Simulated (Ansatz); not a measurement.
The starting structures come from a database of crystals and need not be the phases stable at ambient conditions.

 Where the default PAW files enter, the runs use the earlier of Ansatz's two default sets.

```yaml
crystal:
  lattice:
    - [5.03775, 0.00000, 0.00000]
    - [0.00000, 5.20238, 0.00000]
    - [0.00000, 0.00000, 9.97217]
  atoms:
    - { symbol: Hf, position: [0.24559, 0.46490, 0.11542] }
    - { symbol: Hf, position: [0.75441, 0.53510, 0.88458] }
    - { symbol: Hf, position: [0.25441, 0.96490, 0.88458] }
    - { symbol: Hf, position: [0.74559, 0.03510, 0.11542] }
    - { symbol: Hf, position: [0.74559, 0.53510, 0.38458] }
    - { symbol: Hf, position: [0.25441, 0.46490, 0.61542] }
    - { symbol: Hf, position: [0.75441, 0.03510, 0.61542] }
    - { symbol: Hf, position: [0.24559, 0.96490, 0.38458] }
    - { symbol: O, position: [0.00244, 0.26133, 0.47714] }
    - { symbol: O, position: [0.99756, 0.73867, 0.52286] }
    - { symbol: O, position: [0.49756, 0.76133, 0.52286] }
    - { symbol: O, position: [0.50244, 0.23867, 0.47714] }
    - { symbol: O, position: [0.50244, 0.73867, 0.02286] }
    - { symbol: O, position: [0.49756, 0.26133, 0.97714] }
    - { symbol: O, position: [0.99756, 0.23867, 0.97714] }
    - { symbol: O, position: [0.00244, 0.76133, 0.02286] }
    - { symbol: O, position: [0.37420, 0.62649, 0.28946] }
    - { symbol: O, position: [0.62580, 0.37351, 0.71054] }
    - { symbol: O, position: [0.12580, 0.12649, 0.71054] }
    - { symbol: O, position: [0.87420, 0.87351, 0.28946] }
    - { symbol: O, position: [0.87420, 0.37351, 0.21054] }
    - { symbol: O, position: [0.12580, 0.62649, 0.78946] }
    - { symbol: O, position: [0.62580, 0.87351, 0.78946] }
    - { symbol: O, position: [0.37420, 0.12649, 0.21054] }
```

Space group of this cell: Pbca. The cell is taken as given; by r2SCAN its mean pressure is 4.1 GPa.

Computed with r2SCAN (plane waves, PAW; Ansatz, a quantum-chemistry and plane-wave program).

The current runs along the normal of the first two printed vectors; no spin-orbit coupling. Scaled by the factor s: all lengths (ions clamped). Meshes 6×6×4 and 6×6 across the current in all rows.

```json
[
 {"s": "0.98", "mean pressure (GPa)": "23.5", "band gap (eV)": "5.08"},
 {"s": "1.00", "mean pressure (GPa)": "4.1", "band gap (eV)": "4.87"},
 {"s": "1.02", "mean pressure (GPa)": "-10.8", "band gap (eV)": "?"}
]
```

### Question
Take the slope of the band gap against ln s from the two given rows, extrapolate to s = 1.02, and say what the run there gives.

### Answer
Slope = (5.08 − 4.87) / ln 0.98 = -10.4 eV. The line gives 4.87 + (-10.4) × ln 1.02 = 4.66 eV. The run gives 4.65 eV, 0.01 eV under the line, 7 % of the predicted step.
